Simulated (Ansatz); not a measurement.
Start from a 12-atom supercell of MoS2 in the 2H-MoS2 type structure (space group P6_3/mmc, No. 194; layered, stacked along the Cartesian z axis) at its relaxed geometry.

```yaml
crystal:
  lattice:
    - [4.72406, -2.72744, 0.00000]
    - [1.57469, 2.72744, 0.00000]
    - [0.00000, 0.00000, 12.09029]
  atoms:
    - { symbol: Mo, position: [0.83333, 0.50000, 0.25000] }
    - { symbol: Mo, position: [0.33333, 0.00000, 0.25000] }
    - { symbol: Mo, position: [0.16667, 0.50000, 0.75000] }
    - { symbol: Mo, position: [0.66667, 0.00000, 0.75000] }
    - { symbol: S, position: [0.83333, 0.50000, 0.62049] }
    - { symbol: S, position: [0.33333, 0.00000, 0.62049] }
    - { symbol: S, position: [0.16667, 0.50000, 0.12049] }
    - { symbol: S, position: [0.66667, 0.00000, 0.12049] }
    - { symbol: S, position: [0.16667, 0.50000, 0.37951] }
    - { symbol: S, position: [0.66667, 0.00000, 0.37951] }
    - { symbol: S, position: [0.83333, 0.50000, 0.87951] }
    - { symbol: S, position: [0.33333, 0.00000, 0.87951] }
```

Calculations: DFT with PBE-D3(BJ), PAW potentials and a 420 eV plane-wave cutoff in Ansatz (a quantum-chemistry and plane-wave program), scalar-relativistic without spin-orbit coupling.

One neutral defect a cell, atoms relaxed at fixed cell.

One change was made to it. Results:

| quantity | base | after |
|---|---|---|
| largest displacement of a host atom from its site in the perfect cell | – | 0.07 Å |
| pressure | 0.0 GPa | 1.2 GPa |

Q: Which of these changes matches the shifts?
(A) Se on a S site
(B) Te on a S site, symmetric start
(C) S interstitial (started 2.16 Å from the nearest host atom)
(D) H interstitial (started 2.33 Å from the nearest host atom)
(E) Mo on a S site (antisite), symmetric start

A: A, Se on a S site. For comparison, the pressure in the other runs: Te on a S site, symmetric start gives 3.3 GPa; S interstitial (started 2.16 Å from the nearest host atom) gives 8.7 GPa; H interstitial (started 2.33 Å from the nearest host atom) gives 0.4 GPa; Mo on a S site (antisite), symmetric start gives -1.9 GPa.

The magnetic state is the one reached from the starting moments; the real material's order can differ, and small cells can't hold many antiferromagnetic ones. The cell is small, so the values are those of an ordered compound at a high defect concentration; dilute-limit values will differ. The mesh was chosen for an insulator and is coarse for the gapless case. Defects with a symmetric start kept the site's symmetry and may sit on a saddle; the others started slightly shaken. Starting moments died away, wholly or in part, for Se on a S site, Te on a S site, S interstitial (started 2.16 Å from the nearest host atom) and H interstitial (started 2.33 Å from the nearest host atom) and more; another magnetic solution may exist. The program warned that a D3 coordination switch lies within reach, so dispersion energies are less smooth here.
